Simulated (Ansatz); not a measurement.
Band structure of MoPd (R-3m, 2 atoms in the cell).

```
CELL_PARAMETERS angstrom
      1.38767     0.80117     4.64477
     -1.38767     0.80117     4.64477
      0.00000    -1.60234     4.64477
ATOMIC_POSITIONS crystal
  Mo 0.00000 0.00000 0.00000
  Pd 0.50000 0.50000 0.50000
```

Level of theory: PBEsol, PAW files made with PBE (plane waves; Ansatz, a quantum-chemistry and plane-wave program).

Settings: kpoints.mp_grid.grid = 14 14 14; hamiltonian.xc = pbesol; hamiltonian.pseudopotentials = {kind: paw} (the program's default PAW files); scf.occupations.method = gaussian; scf.occupations.width = 0.0037 Ry; kpoints.band_path.path = [[0.0, 0.0, 0.0], [0.5, 0.0, 0.0], [0.5, 0.18650163, -0.18650163]]; kpoints.band_path.npoints = 8.

The starting cell comes from a database of computed structures (which also holds hypothetical and non-ambient phases and stackings), without a prior relaxation at this level. Spin polarisation is off.

Levels in eV from the Fermi level, bands 13 to 19:
```tsv
point	13	14	15	16	17	18	19
Γ	-2.58	-2.34	-2.34	-0.10	-0.10	0.49	2.52
L	-3.00	-2.36	-1.10	-0.56	0.92	3.58	4.22
B1	-3.17	-1.24	-0.70	-0.26	0.28	1.95	6.17
```

Bands cross the Fermi level along this path, so the cell is metallic at this level.

Keys are those of Ansatz 0.2.
